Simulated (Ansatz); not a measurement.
System: TaSi (model structure, started from the NbAs type, I4₁md, No. 109, 4 atoms in the cell). Method: PBEsol (PAW; Ansatz, a program for electronic structure).

Settings: plane-wave cutoff 520 eV, 22×22×22 k mesh, Fermi–Dirac smearing 0.05 eV, scalar-relativistic PAW data made under PBE.

Cell (relaxed at this level):

```xyz
4
Lattice="-1.6933 1.6933 5.8065 1.6933 -1.6933 5.8065 1.6933 1.6933 -5.8065" Properties=species:S:1:pos:R:3 pbc="T T T"
Ta     0.0000     0.0000     5.8104
Ta     1.6933     0.0000     2.9071
Si     0.0000     0.0000    10.6336
Si     0.0000     1.6933     1.9239
```

**Question.** Estimate the bulk modulus B0 that the calculation returns.

**Answer.** 
- bulk modulus B0: 177 GPa

The run finds no gap.

Note: the bulk modulus is −V dP/dV from two relaxed cells at ±2 % in volume; the relaxation could raise the start's symmetry but not lower it, so the cell can be a saddle point.

Spin–orbit coupling is not included; it can open a gap where bands touch, and shift volumes and moduli.

The computed numbers hold no vibrational or temperature effects.

Cost on a shared machine: about 9 core-minutes (a rough figure).

A model structure was made by putting elements into a prototype or built by hand; it is no filed structure, need not be a known phase, and can be a saddle point held by its symmetry.
